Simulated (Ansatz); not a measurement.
B20 (FeSi-type) MnSi was calculated with PBE-D4 in Ansatz (PAW).

Run with plane-wave cutoff 520 eV, 12×12×12 k mesh, Fermi–Dirac smearing 0.05 eV, spin-polarised with parallel moments, scalar-relativistic PAW data made under PBE.

Response to compression and expansion:

Shape and atoms are relaxed at each volume.

```json
[
 {"V (Å³/atom)": "10.743", "P (GPa)": "9.76", "moment (μB per cell of 8 atoms)": "3.46"},
 {"V (Å³/atom)": "10.967", "P (GPa)": "4.62", "moment (μB per cell of 8 atoms)": "3.62"},
 {"V (Å³/atom)": "11.191", "P (GPa)": "-0.01", "moment (μB per cell of 8 atoms)": "3.76"},
 {"V (Å³/atom)": "11.415", "P (GPa)": "-4.20", "moment (μB per cell of 8 atoms)": "3.86"},
 {"V (Å³/atom)": "11.638", "P (GPa)": "-7.99", "moment (μB per cell of 8 atoms)": "3.92"}
]
```

Note: the collinear magnetic order is the start's and need not be the measured one; the bulk modulus comes from volumes at which shape and atoms were relaxed.

Ansatz is an electronic-structure program.
